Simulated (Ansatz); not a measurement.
**AlB2-type MgB₂**

Level of theory: PBE (PAW; Ansatz, a quantum-chemistry and plane-wave program).

Numerical settings: plane-wave cutoff 500 eV, 18×18×12 k mesh (along the axes of the cell as run), Fermi–Dirac smearing 0.05 eV, scalar-relativistic PAW data made under PBE.

Cell (relaxed at this level):

```xyz
3
Lattice="1.5378 -2.6636 0.0000 1.5378 2.6636 0.0000 0.0000 0.0000 3.5225" Properties=species:S:1:pos:R:3 pbc="T T T"
Mg     0.0000     0.0000     0.0000
B      1.5378     0.8879     1.7613
B      1.5378    -0.8879     1.7613
```

```
Item                      Result
------------------  ------------
volume per atom     9.62 Å³/atom
lattice constant a       3.076 Å
c axis length            3.523 Å
```

Measured, for comparison: lattice constant a 3.083 Å, lattice parameter c 3.521 Å (300 K, not corrected to a static lattice; as tabulated in Loa et al. (2002), arXiv:cond-mat/0206051). Computed (rounded) less measured: lattice constant a -0.2 %, lattice parameter c +0.1 %.

Computing time: around 18 core-seconds (rough).
